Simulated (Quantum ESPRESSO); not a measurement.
Worked example: self-consistent single point of MgZnCu (Imma, 6 atoms in the cell) in Quantum ESPRESSO.

Level of theory: LDA (PZ), GBRV 1.5 ultrasoft (LDA) pseudopotentials (plane waves; Quantum ESPRESSO).

```xyz
6
Lattice="-2.4975 2.5280 3.5294 2.4975 -2.5280 3.5294 2.4975 2.5280 -3.5294" Properties=species:S:1:pos:R:3 pbc="T T T"
Mg     2.4975    -1.2640     2.6340
Mg     0.0000     3.7921     0.8954
Zn     1.2488     1.2640     1.7647
Zn    -1.2488     1.2640     1.7647
Cu     0.0000     0.0000     3.5294
Cu     2.4975     0.0000     0.0000
```

Reference input (self-consistent single point, DFT, LDA (PZ), plane waves, GBRV 1.5 ultrasoft (LDA) pseudopotentials): ecutwfc = 50 Ry; ecutrho = 400 Ry; occupations = smearing; smearing = methfessel-paxton; degauss = 0.0147 Ry; potentials = {Mg: mg_lda_v1.4.uspp.F.UPF, Zn: zn_lda_v1.uspp.F.UPF, Cu: cu_lda_v1.2.uspp.F.UPF}; K_POINTS = automatic 5 5 5 0 0 0; conv_thr = 1e-10 Ry. This run's input differs from it in these lines:

```diff
@@ -12,4 +12,4 @@
     ntyp = 3
-    ecutwfc = 50
-    ecutrho = 400
+    ecutwfc = 100
+    ecutrho = 800
     occupations = 'smearing'
```

The program printed (abridged):

```
     Self-consistent Calculation

     iteration #  1     ecut=   100.00 Ry     beta= 0.70

     total energy              =   -1948.76463662 Ry
     estimated scf accuracy    <      39.85274376 Ry

     iteration #  2     ecut=   100.00 Ry     beta= 0.70

     total energy              =   -1948.00356804 Ry
     estimated scf accuracy    <     219.19696447 Ry

     iteration #  3     ecut=   100.00 Ry     beta= 0.70

     total energy              =   -1979.71740853 Ry
     estimated scf accuracy    <      41.97390502 Ry

   [... 13 blocks of this kind left out ...]

     iteration # 17     ecut=   100.00 Ry     beta= 0.70

     total energy              =   -1979.81087973 Ry
     estimated scf accuracy    <          1.2E-10 Ry

     iteration # 18     ecut=   100.00 Ry     beta= 0.70
     End of self-consistent calculation

   [... 5 lines left out ...]

   [... 5 lines left out ...]

     the Fermi energy is    11.8205 ev

!    total energy              =   -1979.81087973 Ry
     estimated scf accuracy    <          6.5E-11 Ry
     smearing contrib. (-TS)   =      -0.00016490 Ry
     internal energy E=F+TS    =   -1979.81071483 Ry

     convergence has been achieved in  18 iterations

     Forces acting on atoms (cartesian axes, Ry/au):

     atom    1 type  1   force =     0.00000000    0.00000000   -0.00122866
     atom    2 type  1   force =     0.00000000    0.00000000    0.00122866
     atom    3 type  2   force =     0.00000000    0.00000000    0.00000000
     atom    4 type  2   force =     0.00000000    0.00000000    0.00000000
     atom    5 type  3   force =    -0.00000000    0.00000000    0.00000000
   [... lines left out ...]

     Total force =     0.001738     Total SCF correction =     0.000000

          total   stress  (Ry/bohr**3)                   (kbar)     P=      -49.36
  -0.00027308   0.00000000   0.00000000          -40.17        0.00        0.00
   0.00000000  -0.00036866   0.00000000            0.00      -54.23        0.00
   0.00000000   0.00000000  -0.00036479            0.00        0.00      -53.66

   JOB DONE.
```

The run converged in 18 iterations. Against the reference run the free energy drops by 22.4 meV/atom, the pressure goes from -5.53 to -4.94 GPa and the largest force stays at 0.032 eV/Å. The full log also holds: “c_bands:  1 eigenvalues not converged”.

The starting cell comes from a database of computed structures (which also holds hypothetical and non-ambient phases and stackings), without a prior relaxation at this level. Spin polarisation is off.

Cost on one core of a shared machine: roughly 7 min.
